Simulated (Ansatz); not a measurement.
Cubic perovskite BaHfO3 was calculated with PBEsol+SOC in Ansatz (PAW).

Run with plane-wave cutoff 520 eV, 8×8×8 k mesh, Fermi–Dirac smearing 0.01 eV, PAW data made under PBE.

Cell (relaxed at this level):

```
CELL_PARAMETERS angstrom
      4.15637     0.00000     0.00000
      0.00000     4.15637     0.00000
      0.00000     0.00000     4.15637
ATOMIC_POSITIONS crystal
  Ba 0.00000 0.00000 0.00000
  Hf 0.50000 0.50000 0.50000
  O  0.50000 0.00000 0.50000
  O  0.00000 0.50000 0.50000
  O  0.50000 0.50000 0.00000
```

Q: Predict the bulk modulus B0, band gap and pressure derivative B′ of the bulk modulus.

A: 
* **bulk modulus B0**: 170 GPa
* **band gap**: 3.50 eV
* **pressure derivative B′ of the bulk modulus**: 4.4

The computed numbers hold no vibrational or temperature effects.

Computing time: about 9 core-minutes (a rough figure).

Ansatz is a first-principles code.
